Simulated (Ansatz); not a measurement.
A computed series for TiC: response to strain

Start from TiC in the rock salt structure (space group Fm-3m, No. 225; relaxed with 0.1 eV smearing).

```yaml
crystal:
  lattice:
    - [0.00000, 2.16392, 2.16392]
    - [2.16392, 0.00000, 2.16392]
    - [2.16392, 2.16392, 0.00000]
  atoms:
    - { symbol: Ti, position: [0.00000, 0.00000, 0.00000] }
    - { symbol: C, position: [0.50000, 0.50000, 0.50000] }
```

Cartesian axes are those of the cell as printed.

Strains are applied to the cell and any free atomic positions relax; under biaxial strain the out-of-plane vector relaxes too.

Level of theory: DFT with r2SCAN, PAW potentials and a 500 eV plane-wave cutoff in Ansatz (a quantum-chemistry and plane-wave program), no SOC.

Notes on the quantities. energy relative to the base: free energy F; in-plane stress: mean in-plane stress (compression positive).

```csv
case,energy relative to the base,out-of-plane strain,in-plane stress
base,0 meV/atom,–,–
"biaxial strain +0.42 %, plane normal [111], relaxed out of plane",+0.6 meV/atom,-0.22 %,-2.4 GPa
"biaxial strain +0.83 %, plane normal [111], relaxed out of plane",+2.5 meV/atom,-0.44 %,-4.7 GPa
"biaxial strain +1.25 %, plane normal [111], relaxed out of plane",+5.6 meV/atom,-0.66 %,-6.9 GPa
"biaxial strain +1.67 %, plane normal [111], relaxed out of plane",+9.8 meV/atom,-0.89 %,-9.1 GPa
"biaxial strain +2.08 %, plane normal [111], relaxed out of plane",+15 meV/atom,-1.10 %,-11.1 GPa
"biaxial strain +2.50 %, plane normal [111], relaxed out of plane",+22 meV/atom,-1.33 %,-13.2 GPa
```

Whether these cells are dynamically stable was not tested. All final runs are without spin polarisation.
